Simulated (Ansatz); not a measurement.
The reference is Ir in the fcc (Cu type) structure (space group Fm-3m, No. 225).

```xyz
1
Lattice="0.0000 1.9222 1.9222 1.9222 0.0000 1.9222 1.9222 1.9222 0.0000" Properties=species:S:1:pos:R:3 pbc="T T T"
Ir     0.0000     0.0000     0.0000
```

Cartesian axes are those of the cell as printed.

Level of theory: Kohn–Sham DFT with the r2SCAN functional, run in Ansatz (an electronic-structure program) with PAW and 500 eV plane waves, no spin-orbit coupling.

One thing is altered: an isotropic linear strain of −1.30 %; the atoms relax in the strained cell.

Task: Predict the stress tensor and what it implies for the stiffness.

Result: Stress of the strained cell less that of the base (GPa, compression positive):
```
   16.3     0.0     0.0
    0.0    16.3     0.0
    0.0     0.0    16.3
```

Then B = −ΔP/(ΔV/V₀) with ΔV/V₀ = -0.0385 gives secant stiffness values (nonlinear terms included at this strain): B ≈ 425 GPa.

As a check, the harmonic strain energy −½ V₀ Δσ:ε is 28 meV/atom; the computed energy rise is 27 meV/atom.

Whether these cells are dynamically stable was not tested. All final runs are without spin polarisation.
